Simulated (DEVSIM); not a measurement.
Structure: abrupt Si n-p junction, at 300 K.

```csv
layer (left to right),material,thickness (μm),Nd (cm⁻³),Na (cm⁻³),τn (s),τp (s)
1,Si,0.180,5.7e18,-,0.00043,0.00043
2,Si,190,-,2e16,0.00043,0.00043
```

Left contact: ohmic. Right contact: ohmic. Voltage is applied to the left contact. Recombination: SRH at mid-gap. Gap narrowing is on: ΔEg = 6.92 meV × (l + √(l² + 0.5)), l = ln(N/1.3e17 cm⁻³), shared equally by both band edges. Mobility is μmin + (μ − μmin)/(1 + (N/Nref)^α).

The device is made up for the run: typed textbook-type constants, with dimensions and the other settings drawn at random. Values at 300 K. The table also holds parameters that only a changed run uses.

| parameter | Si |
|---|---|
| gap (eV) | 1.124 |
| affinity (eV) | 4.05 |
| permittivity | 11.7 |
| Nc (cm⁻³) | 2.86e19 |
| Nv (cm⁻³) | 3.1e19 |
| μn (cm²/Vs) | 1417 |
| μp (cm²/Vs) | 470 |
| μn,min | 52 |
| μp,min | 45 |
| Nref,n | 9.7e16 |
| Nref,p | 2.2e17 |
| αn | 0.68 |
| αp | 0.72 |
| Cn (cm⁶/s) | 2.8e-31 |
| Cp (cm⁶/s) | 9.9e-32 |

DEVSIM, 1D drift-diffusion, Boltzmann statistics, complete ionisation; no tunnelling, impact ionisation, image-force lowering or self-heating.

Base results: dark forward voltage at 100 A/cm² (V) 1.045; dark forward voltage at 1 A/cm² (V) 0.686; potential step across the device at zero bias (V) 0.866; largest field in the device at zero bias (V/cm) 110000.

Q: What follows from this one change: doping Na of layer 2 2e+16 → 2e+15 cm^-3?

A: dark forward voltage at 100 A/cm² 1.045 → 1.168 V; dark forward voltage at 1 A/cm² 0.686 → 0.657 V; potential step across the device at zero bias 0.866 → 0.806 V; largest field in the device at zero bias 110000 → 95000 V/cm.

Q: What follows from this one change: constant mobility in place of the doping-dependent one?

A: dark forward voltage at 100 A/cm² 1.045 → 1.147 V; dark forward voltage at 1 A/cm² 0.686 → 0.649 V; potential step across the device at zero bias little changed (0.866 V); largest field in the device at zero bias little changed (110000 V/cm).
